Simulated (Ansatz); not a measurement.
An Ansatz (a first-principles code) input (PBEsol/PAW in Ansatz, scalar-relativistic without spin-orbit coupling, earlier PAW set):

Ansatz 0.2 input:
```yaml
crystal:
  lattice:
    - [0, 3.0353098286, 3.0353098286]
    - [3.0353098286, 0, 3.0353098286]
    - [3.0353098286, 3.0353098286, 0]
  atoms:
    - { symbol: I, position: [0.75, 0.75, 0.75] }
    - { symbol: Pd, position: [0, 0, 0] }
basis: { ecutwfc: 420, ecutrho_ratio: 4, xc_grid: 2, fft_grid_basis: typed }
kpoints: { mp_grid: { grid: [13, 13, 13] } }
hamiltonian:
  xc: pbesol
  dispersion: none
  pseudopotentials: { azcp: { folder: ./paw }, kind: paw }
scf: { occupations: { method: fermi_dirac, width: 0.05 }, convergence: { dr2_threshold: 0.0000000002 } }
output: { forces: true, stress: true }
checkpoint: { write: state.ck, write_every: 1000 }
```

**Question.** Which symmetry and how many k-points will the program report, and about how many plane waves at Γ?

**Answer.** Space group F-43m (ITA 216) with 24 operations, k-points 84 of 2197, and 1067 plane waves at Γ.

Stability against distortions was not tested. The final runs are not spin-polarised. An odd electron count without spin: PdI. The cell was made from CuI by this change: Cu → Pd; the result is a hypothetical phase, not in the database extracts checked. PdI has a high density of states at the Fermi level and may be magnetic at this level.
